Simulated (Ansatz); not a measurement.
**Parameter sweep on Fe2B (P4/mmm, 3 atoms in the cell)**

```xyz
3
Lattice="3.5365 0.0000 0.0000 0.0000 3.5365 0.0000 0.0000 0.0000 2.5370" Properties=species:S:1:pos:R:3 pbc="T T T"
Fe     0.0000     1.7682     0.0000
Fe     1.7682     0.0000     0.0000
B      1.7682     1.7682     1.2685
```
Moments meant for the start (each program seeds them in its own way; μB, in the order of the atoms Fe Fe B): 4.0 4.0 0.0.

Base run A: PBEsol, default PAW files made with PBE (Ansatz, a program for electronic structure), self-consistent single point.

Its settings: kpoints.mp_grid.grid = 12 12 17; hamiltonian.xc = pbesol; hamiltonian.pseudopotentials = {kind: paw} (the program's default PAW files); magnetization.spin_polarized = true; scf.occupations.method = methfessel_paxton; scf.occupations.width = 0.1 eV.

The starting cell comes from a database of computed structures (which also holds hypothetical and non-ambient phases and stackings), without a prior relaxation at this level. Its lattice was rescaled by a random factor within 2.5 % of one. The magnetic order is the one reached from the typed start; others were not searched systematically. In the base run, with a pressure of about -15 GPa the cell is away from its equilibrium volume at this level. Ansatz's pressure includes its estimate of the finite-basis (Pulay) stress.

ΔF is the free energy per atom less that of run A. 

```tsv
run	scf.mixing.algorithm, scf.mixing.beta	ΔF (meV/atom)	pressure (GPa)	size of the net moment (μB/atom)	iterations
A	default (the program chose MSR1), default	0.00	-15.10	1.39	14
B	broyden, 0.02	0.00	-15.10	1.39	33
C	broyden, 0.05	0.00	-15.10	1.39	26
D	broyden, 0.1	0.00	-15.10	1.39	24
E	broyden, 0.2	0.00	-15.10	1.39	20
F	broyden, 0.3	0.00	-15.10	1.39	18
G	broyden, 0.5	0.00	-15.10	1.39	17
H	broyden, 0.7	0.00	-15.10	1.39	17
I	broyden, 0.9	0.00	-15.10	1.39	17
J	broyden, 1	0.00	-15.10	1.39	17
```

Runs B, C, D, E, F, G, H, I, J gave the same state as A (within 1 meV/atom and 0.1 μB a site). The fewest iterations to that state were 14 (A); the most were 33.

Keys are those of Ansatz 0.2.
